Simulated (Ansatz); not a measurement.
## Effect of pressure 75 GPa on CaTiO3

Consider CaTiO₃ in the cubic perovskite structure (space group Pm-3m, No. 221; a = 3.8414 Å; a model cell).

The change: cell and atoms relaxed at a pressure of 75 GPa.

Level of theory: Kohn–Sham DFT with the PBEsol functional, run in Ansatz (a quantum-chemistry and plane-wave program) with PAW and 420 eV plane waves, no spin-orbit coupling, earlier PAW set. Settings: 9×9×9 k-points, 0.05 eV Fermi–Dirac smearing.

| quantity | base | changed | shift |
|---|---|---|---|
| volume per atom | 11.34 Å³ | 8.94 Å³ | -2.40 Å³ |
| density | 3.98 g/cm³ | 5.05 g/cm³ | +1.07 g/cm³ |
| lattice parameter a | 3.841 Å | 3.549 Å | -0.292 Å |
| shortest interatomic distance | 1.921 Å | 1.774 Å | -0.1462 Å |
| enthalpy H = E + PV relative to the base's energy | – | +4.64 eV/atom | – |
| band gap | 1.89 eV | 2.19 eV | +0.30 eV |
| gap character | indirect, R → Γ | indirect, R → Γ | – |
| smallest direct gap | 2.33 eV | 2.32 eV | -0.01 eV |
| width of the top valence band | 1.08 eV | 1.31 eV | +0.23 eV |

Final structure:

```yaml
crystal:
  lattice:
    - [3.54892, 0.00000, 0.00000]
    - [0.00000, 3.54892, 0.00000]
    - [0.00000, 0.00000, 3.54892]
  atoms:
    - { symbol: Ca, position: [0.00000, 0.00000, 0.00000] }
    - { symbol: Ti, position: [0.50000, 0.50000, 0.50000] }
    - { symbol: O, position: [0.00000, 0.50000, 0.50000] }
    - { symbol: O, position: [0.50000, 0.50000, 0.00000] }
    - { symbol: O, position: [0.50000, 0.00000, 0.50000] }
```

Load acts through the strain it causes; cell and atoms are relaxed under it. No phonon test of stability was made. Competing high-pressure phases were not computed. The final runs are not spin-polarised. Many cubic perovskites are stable only at high temperature; tilts and polar distortions were not tested.
